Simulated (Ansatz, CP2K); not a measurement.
**LaAg2 (P1, 6 atoms in the cell) computed with different codes at matched settings**

Self-consistent single point, at a second geometry (atoms moved at random). First geometry:

```
CELL_PARAMETERS angstrom
      4.69844    -3.66054     0.00000
      4.69844     3.66054     0.00000
     -2.43179     0.00000     4.12534
ATOMIC_POSITIONS crystal
  La 0.28521 0.28521 0.03474
  La 0.71479 0.71479 0.96526
  Ag 0.12202 0.70956 0.66589
  Ag 0.87798 0.29044 0.33411
  Ag 0.29044 0.87798 0.33411
  Ag 0.70956 0.12202 0.66589
```

Second geometry:
```xyz
6
Lattice="4.6984 -3.6605 0.0000 4.6984 3.6605 0.0000 -2.4318 0.0000 4.1253" Properties=species:S:1:pos:R:3 pbc="T T T"
La     2.6498     0.0013     0.2464
La     4.3663    -0.0465     3.9108
Ag     2.2638     2.1298     2.7395
Ag     4.7136    -2.0962     1.4225
Ag     4.6447     2.1969     1.3302
Ag     2.2570    -2.1853     2.7266
```

Shared settings, as Ansatz (a program for electronic structure) writes them: kpoints.mp_grid.grid = 3 3 4; scf.occupations.method = gaussian; scf.occupations.width = 0.1 eV. Potentials and cutoffs stand in the table.

```
code                                                                         model  ΔF from the first geometry (meV/atom)  pressure (GPa)  largest force (eV/Å)       cutoff
------  --------------------------------------------------------------------------  -------------------------------------  --------------  --------------------  -----------
CP2K    PBEsol, GPW, DZVP-MOLOPT-SR-GTH basis, GTH-PBE potentials (GTH_POTENTIALS)                                   13.6            0.44                 0.600  grid 500 Ry
Ansatz                                             PBEsol, PAW files made with PBE                                   13.3           -0.89                 0.567      default
```

Size of the force on each atom (eV/Å): Sizes of forces hide their directions.

```csv
code,La1,La2,Ag3,Ag4,Ag5,Ag6
CP2K,0.502,0.429,0.483,0.600,0.385,0.122
Ansatz,0.479,0.393,0.452,0.567,0.348,0.117
```

The spread over the programs that give each value: ΔF from the first geometry within 0.3 meV/atom; pressure within 1.33 GPa; largest force within 0.033 eV/Å.

CP2K uses small atom-centred bases, whose incompleteness enters pressures, forces and empty levels differently from a plane-wave cutoff. Ansatz's pressure is given at a fixed set of plane waves, as the other plane-wave codes print theirs; with its correction for the finite basis it is -0.85 GPa.

The shared mesh is coarse (it stands for a supercell whose shortest vector is 18 Å), so the values are not converged in it.

The starting cell comes from a database of computed structures (which also holds hypothetical and non-ambient phases and stackings), without a prior relaxation at this level. Its lattice was rescaled by a random factor within 2.5 % of one. For this run, on top of that: atoms moved at random.

Left out of this page: Elk (not drawn, or without a comparable value).

Keys are those of Ansatz 0.2.
